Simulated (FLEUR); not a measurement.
Worked example: self-consistent single point of ScTc3 (Fm-3m, 4 atoms in the cell) in FLEUR.

Method: LDA (Perdew-Zunger), all-electron FLAPW (FLEUR), scalar-relativistic valence.

```
CELL_PARAMETERS angstrom
      0.00000     3.12398     3.12398
      3.12398     0.00000     3.12398
      3.12398     3.12398     0.00000
ATOMIC_POSITIONS crystal
  Sc 0.00000 0.00000 0.00000
  Tc 0.25000 0.25000 0.25000
  Tc 0.75000 0.75000 0.75000
  Tc 0.50000 0.50000 0.50000
```

Reference input (self-consistent single point, DFT, PBEsol, all-electron FLAPW (FLEUR), scalar-relativistic valence): Kmax = 4.3 1/bohr; GmaxXC = 17.2 1/bohr; xcFunctional = PBEs; jspins = 1; l_soc = F; mode = gauss; fermiSmearingEnergy = 0.00367493 Htr; mesh (inpgen div1-3) = 7 7 7; inpgen gamma flag = false; Gmax = 17.2 1/bohr; numbands = 0; maxIterBroyd = 15. This run's input differs from it in these lines:

```diff
@@ -16,3 +16,3 @@
 &comp jspins=1 /
-&exco xctyp='PBEs' /
+&exco xctyp='pz' /
 &kpt div1=7 div2=7 div3=7 /
@@ -29,3 +29,3 @@
       <coreElectrons ctail="T" frcor="F" kcrel="0" coretail_lmax="0"/>
-      <xcFunctional name="PBEs" relativisticCorrections="F"/>
+      <xcFunctional name="pz" relativisticCorrections="F"/>
       <magnetism jspins="1"/>
```

Log, with long lists cut:

```
 Iteration:     1   Distance:      11.70657392 me/bohr^3
 Iteration:     2   Distance:       9.62048341 me/bohr^3
 Iteration:     3   Distance:       6.92652712 me/bohr^3
 Iteration:     4   Distance:       3.27828629 me/bohr^3
 Iteration:     5   Distance:       3.45745176 me/bohr^3
   [... 10 lines left out ...]
 Iteration:    16   Distance:       0.00003843 me/bohr^3
 Iteration:    17   Distance:       0.00002469 me/bohr^3
 Iteration:    18   Distance:       0.00001907 me/bohr^3
 Iteration:    19   Distance:       0.00000465 me/bohr^3
 Run finished successfully
 Stop message:
   Structural relaxation: Done

[file out, last iteration]
             iter=     20
[...]
          total density-effective poten   -2.2174129997E+04
          total charge density-energy d   -4.1083893931E+02
 Updated energy parameters for spin:           1
[...]
 fermi energy and band-weighting factors:
    0.915533    0.920744    0.920744

[...]
FERMIE:
          first approx. to ef    (T=0)  :   0.543319 htr   (energy of the highest occ. eigenvalue)
          number of occ. states  (T=0)  :        560
          first approx. to seigv (T=0)  : -21.982761 htr
          sum of weights of occ. states :  28.034985
          sum of semicore charge        :   0.000000 e
          fermi energy=   0.54303 har   work function= -14.77664 ev
          number of valence electrons=  56.00000
   [... lines left out ...]
          total moment                 =     0.00000
 Direct bandgap for spin            1 :    3.3414767562596204E-003  Htr
 ---->    free energy=                    -13609.6739839404 htr
   [... lines left out ...]
 TOTAL FORCE FOR ATOM TYPE=  1  X=  0.000   Y=  0.000   Z=  0.000
                       FX_TOT= 0.000000 FY_TOT= 0.000000 FZ_TOT= 0.000000
 TOTAL FORCE FOR ATOM TYPE=  2  X=  2.952   Y=  2.952   Z=  2.952
                       FX_TOT= 0.000000 FY_TOT= 0.000000 FZ_TOT= 0.000000
 TOTAL FORCE FOR ATOM TYPE=  3  X=  5.903   Y=  5.903   Z=  5.903
                       FX_TOT= 0.000000 FY_TOT= 0.000000 FZ_TOT= 0.000000
 Structural relaxation: Done
```

The run converged in 19 iterations. FLEUR gives forces in its relaxation mode, with a further iteration, so its stop message speaks of a relaxation. 

The starting cell comes from a database of computed structures (which also holds hypothetical and non-ambient phases and stackings), without a prior relaxation at this level. Spin polarisation is off. Values depend on the basis (sphere radii, cutoffs, local orbitals), which need not be converged. The log's line on a gap gives a spacing of levels on this mesh, which the program prints for metals too.

Cost on one core of a shared machine: roughly 80 s.
